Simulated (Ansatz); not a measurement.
For Ta2B2Ge (model structure, started from the Ti2InB2 type, P-6m2, No. 187, 5 atoms in the cell), LDA (Ansatz, a first-principles code, PAW) gives:

| Property | Result |
|---|---|
| equilibrium lattice constant a | 3.135 Å |
| lattice parameter c | 6.941 Å |
| bulk modulus B0 | 252 GPa |
| cohesive energy | 8.24 eV/atom |

Question: What does PBE (plane waves, PAW; Ansatz) give for the same quantities?

Answer: 
- lattice constant a: 3.178 Å (grows by 1.4 %)
- lattice parameter c: 7.077 Å (increases by 2.0 %)
- bulk modulus: 224 GPa (drops by 11 %)
- cohesive energy: 7.05 eV/atom (drops by 1.19 eV/atom)

Changes are worked out from the printed values.

Unless a cell is named, each level is at its own relaxed cell (LDA 11.81, PBE 12.38 Å³/atom).

Levels without +SOC leave out spin–orbit coupling, which shifts energies and cells of such heavy elements.

Caveats: the bulk modulus is −V dP/dV from two relaxed cells at ±2 % in volume (LDA, PBE). Ansatz's density-functional and Hartree–Fock values are scalar-relativistic unless marked +SOC, with PAW data made under PBE.

A model structure was made by putting elements into a prototype or built by hand; it is no filed structure, need not be a known phase, and can be a saddle point held by its symmetry.
